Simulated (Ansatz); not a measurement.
# A computed series for Y: response to strain

The parent structure is Y in the hcp (Mg type) structure (space group P6_3/mmc, No. 194; relaxed with 0.1 eV smearing).

```
CELL_PARAMETERS angstrom
      3.68086     0.00000     0.00000
     -1.84043     3.18772     0.00000
      0.00000     0.00000     5.72132
ATOMIC_POSITIONS crystal
  Y  0.33333 0.66667 0.75000
  Y  0.66667 0.33333 0.25000
```

Cartesian axes are those of the cell as printed.

Strains are applied to the cell and any free atomic positions relax; under biaxial strain the out-of-plane vector relaxes too; under stress the whole cell relaxes.

Calculations: r2SCAN in Ansatz (plane waves to 500 eV, PAW, without spin-orbit coupling), earlier PAW set.

Notes on the quantities. pressure: mean of the normal stresses, compression positive.

```json
[
 {"case": "base", "pressure": "0.0 GPa", "shortest interatomic distance": "3.564 Å", "space group": "P6_3/mmc (No. 194)"},
 {"case": "biaxial strain −3.02 %, plane normal [001], relaxed out of plane", "pressure": "2.0 GPa", "shortest interatomic distance": "3.567 Å", "space group": "P6_3/mmc (No. 194)"},
 {"case": "biaxial strain −2.54 %, plane normal [001], relaxed out of plane", "pressure": "1.6 GPa", "shortest interatomic distance": "3.565 Å", "space group": "P6_3/mmc (No. 194)"},
 {"case": "biaxial strain −0.72 %, plane normal [001], relaxed out of plane", "pressure": "0.5 GPa", "shortest interatomic distance": "3.563 Å", "space group": "P6_3/mmc (No. 194)"},
 {"case": "isotropic strain −5.91 %", "pressure": "9.5 GPa", "shortest interatomic distance": "3.353 Å", "space group": "P6_3/mmc (No. 194)"},
 {"case": "isotropic strain −1.40 %", "pressure": "1.8 GPa", "shortest interatomic distance": "3.514 Å", "space group": "P6_3/mmc (No. 194)"},
 {"case": "isotropic strain +5.32 %", "pressure": "-4.9 GPa", "shortest interatomic distance": "3.753 Å", "space group": "P6_3/mmc (No. 194)"},
 {"case": "tensor shear ε_xz = +0.72 %", "pressure": "0.0 GPa", "shortest interatomic distance": "3.542 Å", "space group": "C2/c (No. 15)"},
 {"case": "tensor shear ε_xy = −0.82 %", "pressure": "0.0 GPa", "shortest interatomic distance": "3.559 Å", "space group": "P2_1/m (No. 11)"},
 {"case": "uniaxial stress, 0.5 GPa compression along z", "pressure": "–", "shortest interatomic distance": "3.549 Å", "space group": "P6_3/mmc (No. 194)"}
]
```

Stability under load was not tested beyond the relaxation. The final runs are not spin-polarised.

Ansatz is an electronic-structure program.
